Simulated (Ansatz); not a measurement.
The starting structures come from a database of crystals and need not be the phases stable at ambient conditions.

The decay constant κ of evanescent states in the gap governs leakage through a thin film.

Data:

```
AlK2NaP2
1.0
    8.59479     0.00000     0.00000
   -3.76105     7.72819     0.00000
   -2.28737    -3.65705     4.55114
K Na Al P
4 2 2 4
Direct
  0.56564   0.91844   0.24204
  0.43436   0.08156   0.75796
  0.91844   0.56564   0.74204
  0.08156   0.43436   0.25796
  0.50000   0.50000   0.25000
  0.50000   0.50000   0.75000
  0.00000   0.00000   0.25000
  0.00000   0.00000   0.75000
  0.89283   0.71139   0.30211
  0.10717   0.28861   0.69789
  0.71139   0.89283   0.80211
  0.28861   0.10717   0.19789
```

Space group of this cell: Ibam. The cell is taken as given.

Transport runs along the normal of the first two printed cell vectors.

The gap is the functional's own. No spin-orbit coupling. Mid-gap values are interpolated on the energy grid.

**Question.** Compute, with r2SCAN in Ansatz (a program for electronic structure), the band gap and the smallest decay constant κ at mid-gap.

**Answer.** Gap 2.09 eV on a 8×8×8 mesh; κ = 0.188 1/Å, at the zone centre.
